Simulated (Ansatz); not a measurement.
# Pressure series in hypothetical CsCl type TlAs

Start from TlAs in the CsCl type structure (space group Pm-3m, No. 221; a = 3.683 Å; a hypothetical phase, not in the database extracts checked).

Cell and atoms are relaxed at each pressure.

Levels (all Ansatz, an electronic-structure program, PAW): PBE (420 eV, spin-orbit coupling left out); PBEsol (420 eV, without spin-orbit coupling).

The base cell above is that of PBE; each level relaxes its own structures.

```json
[
 {"case": "pressure −2 GPa", "volume per atom, PBE": "26.25 Å³", "volume per atom, PBEsol": "24.21 Å³"},
 {"case": "pressure −1 GPa", "volume per atom, PBE": "25.56 Å³", "volume per atom, PBEsol": "23.74 Å³"},
 {"case": "pressure 0.9 GPa", "volume per atom, PBE": "24.53 Å³", "volume per atom, PBEsol": "22.98 Å³"},
 {"case": "pressure 2.1 GPa", "volume per atom, PBE": "23.99 Å³", "volume per atom, PBEsol": "22.56 Å³"},
 {"case": "pressure 4.5 GPa", "volume per atom, PBE": "23.08 Å³", "volume per atom, PBEsol": "21.84 Å³"},
 {"case": "pressure 9 GPa", "volume per atom, PBE": "21.79 Å³", "volume per atom, PBEsol": "20.77 Å³"}
]
```

PBE lies above PBEsol in every row, by 1.02 Å³ to 2.04 Å³. They put the cases in the same order.

Load acts through the strain it causes; cell and atoms are relaxed under it. No phonon test of stability was made. No other phases were tried under pressure. The final runs are not spin-polarised.
